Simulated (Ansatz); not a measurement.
## MoS2, pressure series

Consider MoS$_{2}$ in the 2H-MoS2 type structure (space group P6_3/mmc, No. 194; layered, stacked along the Cartesian z axis).

```
CELL_PARAMETERS angstrom
      3.17300     0.00000     0.00000
     -1.58650     2.74790     0.00000
      0.00000     0.00000    12.43657
ATOMIC_POSITIONS crystal
  Mo 0.33333 0.66667 0.25000
  Mo 0.66667 0.33333 0.75000
  S  0.33333 0.66667 0.62491
  S  0.66667 0.33333 0.12491
  S  0.66667 0.33333 0.37509
  S  0.33333 0.66667 0.87509
```

Cell and atoms are relaxed at each pressure.

Method: Ansatz (a program for electronic structure), r2SCAN+rVV10, PAW, cutoff 500 eV, no spin-orbit coupling.

Notes on the quantities. enthalpy: H = E + PV relative to the base's energy.

```csv
case,enthalpy,band gap,volume per atom
base,–,1.01 eV,18.07 Å³
pressure 1.8 GPa,+0.20 eV/atom,0.87 eV,17.43 Å³
pressure 4.2 GPa,+0.46 eV/atom,0.74 eV,16.85 Å³
pressure 9 GPa,+0.95 eV/atom,0.54 eV,16.05 Å³
pressure 18 GPa,+1.82 eV/atom,0.26 eV,15.03 Å³
pressure 30 GPa,+2.91 eV/atom,zero,14.07 Å³
pressure 45 GPa,+4.18 eV/atom,zero,13.19 Å³
pressure 60 GPa,+5.38 eV/atom,zero,12.48 Å³
```

The mesh was chosen for an insulator and is coarse for the gapless case. Load acts through the strain it causes; cell and atoms are relaxed under it. Whether these cells are dynamically stable was not tested. Competing high-pressure phases were not computed. All final runs are without spin polarisation. A zero or small gap of MoS2 under pressure 18 GPa, MoS2 under pressure 30 GPa and MoS2 under pressure 45 GPa can be the functional's error rather than a property of the material.
